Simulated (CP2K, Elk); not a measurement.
A CP2K input for a self-consistent single point of NaCd3 (Fm-3m, 4 atoms in the cell) (DFT LDA (Pade form), GPW, DZVP-MOLOPT-SR-GTH basis, GTH-PADE potentials (GTH_POTENTIALS)):

```
&GLOBAL
  PROJECT bulk
  RUN_TYPE ENERGY_FORCE
  PRINT_LEVEL MEDIUM
&END GLOBAL
&FORCE_EVAL
  METHOD Quickstep
  STRESS_TENSOR ANALYTICAL
  &DFT
    BASIS_SET_FILE_NAME BASIS_MOLOPT
    POTENTIAL_FILE_NAME GTH_POTENTIALS
    &QS
      METHOD GPW
      EPS_DEFAULT 1E-11
    &END QS
    &MGRID
      CUTOFF 950
      REL_CUTOFF 60
      NGRIDS 5
    &END MGRID
    &SCF
      SCF_GUESS ATOMIC
      EPS_SCF 1E-6
      MAX_SCF 100
      ADDED_MOS 8
      &DIAGONALIZATION
        ALGORITHM STANDARD
      &END DIAGONALIZATION
      &MIXING
        METHOD BROYDEN_MIXING
        ALPHA 0.3
        NBUFFER 10
      &END MIXING
      &SMEAR ON
        METHOD FERMI_DIRAC
        ELECTRONIC_TEMPERATURE [K] 1160.45
      &END SMEAR
    &END SCF
    &KPOINTS
      SCHEME MONKHORST-PACK 8 8 8
      GAMMA_CENTERED T
    &END KPOINTS
    &XC
      &XC_FUNCTIONAL PADE
      &END XC_FUNCTIONAL
    &END XC
    &PRINT
      &MO
        EIGENVALUES T
        OCCUPATION_NUMBERS T
        NDIGITS 8
        FILENAME mo
        &EACH
          QS_SCF 0
        &END EACH
        ADD_LAST NUMERIC
      &END MO
      &MULLIKEN ON
      &END MULLIKEN
    &END PRINT
  &END DFT
  &SUBSYS
    &CELL
      A 5.00548200 0.00000000 0.00000000
      B 2.50274100 4.33487400 0.00000000
      C 2.50274100 1.44495800 4.08695900
      PERIODIC XYZ
    &END CELL
    &COORD
      Na       0.00000000     0.00000000     0.00000000
      Cd       2.50274100     1.44495800     1.02173975
      Cd       7.50822300     4.33487400     3.06521925
      Cd       5.00548200     2.88991600     2.04347950
    &END COORD
    &KIND Na
      BASIS_SET DZVP-MOLOPT-SR-GTH-q9
      POTENTIAL GTH-PADE-q9
    &END KIND
    &KIND Cd
      BASIS_SET DZVP-MOLOPT-SR-GTH-q12
      POTENTIAL GTH-PADE-q12
    &END KIND
  &END SUBSYS
  &PRINT
    &FORCES ON
    &END FORCES
    &STRESS_TENSOR ON
    &END STRESS_TENSOR
  &END PRINT
&END FORCE_EVAL
```

Problem. Write the same calculation as an input for Elk.

Solution. One input that does it (others would too):

```
tasks
  0

xctype
  3

rgkmax
  8.0

gmaxvr
  16.0

nxlo
  2

lorbcnd
  .true.

lmaxi
  3

stype
  3

swidth
  0.00367493

scale
  9.458989393

avec
    0.0000000000    0.7071067812    0.7071067812
    0.7071067812    0.0000000000    0.7071067812
    0.7071067812    0.7071067812    0.0000000000

atoms
  2   : nspecies
  'Na.in'   : spfname
  1   : natoms; atposl, bfcmt below
  0.0000000000  0.0000000000  0.0000000000    0.0 0.0 0.0
  'Cd.in'   : spfname
  3   : natoms; atposl, bfcmt below
  0.2500000000  0.2500000000  0.2500000000    0.0 0.0 0.0
  0.7500000000  0.7500000000  0.7500000000    0.0 0.0 0.0
  0.5000000000  0.5000000000  0.5000000000    0.0 0.0 0.0

ngridk
  8 8 8
```

Basis settings and potentials, where a program has them, do not carry over. This input uses DFT, LDA (PW92), all-electron FP-LAPW, Elk's shipped species files, APW+lo basis with extra local orbitals. LDA parametrisations can differ slightly between programs.

The starting cell comes from a database of computed structures (which also holds hypothetical and non-ambient phases and stackings), without a prior relaxation at this level.
